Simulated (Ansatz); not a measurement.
Start from TiH2 (space group P4/nmm, No. 129; a = 2.891 Å, c = 4.812 Å; a cell from a computed database, its experimental status unchecked). Axes: x, y, z lie along a, b, c of the conventional cell.

All numbers come from Ansatz (a quantum-chemistry and plane-wave program) PBEsol, no SOC.

Strains are applied to the cell and any free atomic positions relax; under biaxial strain the out-of-plane vector relaxes too.

One change was made to it. Results:

The pressure (mean of the normal stresses, compression positive) goes from zero to 3.7 GPa; the band gap stays zero.

### Question
Which of these changes matches the shifts?
A) uniaxial strain ε_xx = −5.49 %
B) strain tensor (xx, yy, zz, yz, xz, xy) = (−1.69, −0.82, +1.35, +0.36, +0.59, +0.07) %
C) biaxial strain +0.54 %, plane normal [001], relaxed out of plane
D) isotropic strain −0.76 %

### Answer
D, isotropic strain −0.76 %. For comparison, the pressure in the other runs: biaxial strain +0.54 %, plane normal [001], relaxed out of plane gives -1.0 GPa; strain tensor (xx, yy, zz, yz, xz, xy) = (−1.69, −0.82, +1.35, +0.36, +0.59, +0.07) % gives 1.9 GPa; uniaxial strain ε_xx = −5.49 % gives 10.0 GPa.

Without a gap, meshes like the base's 16×16×10 leave anisotropic stresses uncertain by several tenths of a GPa, and small strain energies with them. No phonon test of stability was made. The final runs are not spin-polarised.
